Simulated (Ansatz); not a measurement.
Start from TiTe$_{2}$ in the CdI2 type structure (space group P-3m1, No. 164; a = 3.7840 Å, c = 6.6016 Å; layered, stacked along the Cartesian z axis).

Computed with r2SCAN+rVV10/PAW in Ansatz (a program for electronic structure), no spin-orbit coupling.

Before the change:

```
Quantity               Value
-------------------  -------
Gap character         absent
Lattice parameter a  3.784 Å
Band gap                zero
c/a ratio              1.745
```

Perturbation: O takes the place of Te on all its sites, then cell and atoms are relaxed.

Tabulated Pauling electronegativity and covalent radius: Te 2.10, 1.38 Å; O 3.44, 0.66 Å.

**Question.** How does this affect the gap character?

**Answer.** The gap character goes from absent to indirect, K–Γ (68 % along) → A.

**Question.** What happens to the lattice parameter a?

**Answer.** The lattice parameter a decreases by 0.816 Å to 2.968 Å.

**Question.** Estimate the effect on the band gap.

**Answer.** The band gap changes from zero to 2.91 eV.

**Question.** How does this affect the c/a ratio?

**Answer.** The c/a ratio shrinks by 0.221 to 1.524.

Whether these cells are dynamically stable was not tested. As relaxed here, TiO2 is a hypothetical phase, not in the database extracts checked. All final runs are without spin polarisation.
